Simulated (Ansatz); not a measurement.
System: interstitial Cu in amorphous Si20P2O45 (a melt-quenched model of 67 atoms) (charge state +1). The step: a concerted move, in which Cu travels most; the atom moves 1.69 Å along (-0.13, -0.08, 0.08) of the unit cell; the moving atom starts with neighbours O at 1.82, O at 1.88 Å and ends with O at 1.86, O at 1.97 Å. DFT values are from Ansatz (plane-wave PAW, 420 eV unless said) in a cell of 67 host sites, spin-restricted, static, with no finite-size correction. The charge state is imposed; whether it is stable for some Fermi level was not computed. Sites that were not tried may lie lower. For the PBE band: the saddle point's order was not checked.

```
Level                                                              Forward barrier (eV)  Cost of the band or of the saddle's single point
-----------------------------------------------------------------  --------------------  ------------------------------------------------
CHGNet universal potential (has no charge state), its own band                     0.41                                                 -
PBE, the Γ point alone, band relaxed                                               0.57             about 5 core-minutes (a rough figure)
PBE, a 2×2×2 k-point mesh shifted by half a step, same geometries                  0.57                    around 70 core-seconds (rough)
r2SCAN at 500 eV, the Γ point alone, same geometries                                  ?                    around 30 core-seconds (rough)
HSE06, Γ point alone, same geometries                                              0.53                   around 110 core-seconds (rough)
```

Task: Some entries are withheld; supply them.

Result: 
- r2SCAN at 500 eV, the Γ point alone, same geometries, Forward barrier (eV): 0.55

Ansatz is an electronic-structure program.
